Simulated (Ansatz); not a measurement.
The parent structure is Cu3N (space group Pm-3m, No. 221; a = 3.7649 Å).

The change: full substitution N → Sb; the structure is relaxed again.

Levels (all Ansatz, an electronic-structure program, PAW): PBEsol (420 eV, no spin-orbit coupling); PBEsol+SOC (420 eV, with spin-orbit coupling).

The geometry is relaxed with PBEsol.

| Property | Result |
|---|---|
| PBEsol lowest conduction level above the VBM at special points | M 0.97 eV; R 1.33 eV; Γ 1.45 eV; X 1.72 eV |
| PBEsol width of the top valence band | 1.45 eV |
| PBEsol pressure | 0.00 GPa |

Problem. What does PBEsol+SOC give at this geometry for the lowest conduction level above the VBM at special points, width of the top valence band and pressure?

Solution. The lowest conduction level above the VBM at special points goes from M 0.97 eV; R 1.33 eV; Γ 1.45 eV; X 1.72 eV to M 0.97 eV; R 1.32 eV; Γ 1.45 eV; X 1.72 eV; the width of the top valence band shrinks by 0.05 eV (1.45 eV → 1.40 eV); the pressure is nearly the same (0.00 GPa against -0.02 GPa).

Single points use the geometry relaxed with PBEsol. The spin-orbit shifts are approximate. With Sb present, leaving out spin-orbit coupling can change the band edges. The levels and masses belong to the bands next to the band gap. Whether these cells are dynamically stable was not tested. For Cu3Sb in this form, whether it has been made was not checked. The runs without spin-orbit coupling are not spin-polarised.
